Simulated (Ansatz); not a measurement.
The starting structures come from a database of crystals and need not be the phases stable at ambient conditions.

Inside the gap of an insulator the Bloch states are evanescent, with a wavenumber k + iκ along the transport direction.

Consider the following.

```
OsSi2
1.0
    8.10885     0.00000     0.00000
    0.00000     8.22288     0.00000
    4.05443     0.00000     5.08932
Si Os
16 8
Direct
  0.17875   0.72481   0.74602
  0.82125   0.27519   0.25398
  0.32125   0.22481   0.25398
  0.67875   0.77519   0.74602
  0.07523   0.27519   0.74602
  0.92477   0.72481   0.25398
  0.42477   0.77519   0.25398
  0.57523   0.22481   0.74602
  0.85060   0.05769   0.74422
  0.14940   0.94231   0.25578
  0.64940   0.55769   0.25578
  0.35060   0.44231   0.74422
  0.40518   0.94231   0.74422
  0.59482   0.05769   0.25578
  0.09482   0.44231   0.25578
  0.90518   0.55769   0.74422
  0.81077   0.81706   0.00000
  0.18923   0.18294   0.00000
  0.68923   0.31706   0.00000
  0.31077   0.68294   0.00000
  0.28411   0.50000   0.43178
  0.71589   0.50000   0.56822
  0.21589   0.00000   0.56822
  0.78411   0.00000   0.43178
```

Space group of this cell: Cmce. The cell is taken as given.

Transport runs along the normal of the first two printed cell vectors.

The gap is the functional's own, uncorrected, and κ follows it; spin-orbit coupling is left out. Mid-gap values are interpolated between the computed energies.

Task: Predict the band gap and the smallest decay constant κ at mid-gap from Ansatz (a first-principles code) with r2SCAN.

Result: Gap 1.09 eV on a 6×4×6 mesh; κ = 0.129 1/Å, at the zone centre.
